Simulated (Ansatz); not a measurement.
The reference is MgO in the rock salt structure (space group Fm-3m, No. 225; a = 4.254 Å). Axes: x, y, z lie along the cube axes.

Calculations: PBE (Ansatz, a first-principles code, PAW, scalar-relativistic without spin-orbit coupling).

It is then changed as follows: the cell is scaled by 1.0150 in all directions; the atoms relax in the strained cell.

**Question.** Predict the stress tensor and what it implies for the stiffness.

**Answer.** Stress of the strained cell less that of the base (GPa, compression positive):
```
  -6.07    0.00    0.00
   0.00   -6.07    0.00
   0.00    0.00   -6.07
```

Then B = −ΔP/(ΔV/V₀) with ΔV/V₀ = 0.0457 gives secant stiffness values (nonlinear terms included at this strain): B ≈ 133 GPa.

As a check, the harmonic strain energy −½ V₀ Δσ:ε is 8.2 meV/atom; the computed energy rise is 8.6 meV/atom.

No phonon test of stability was made.
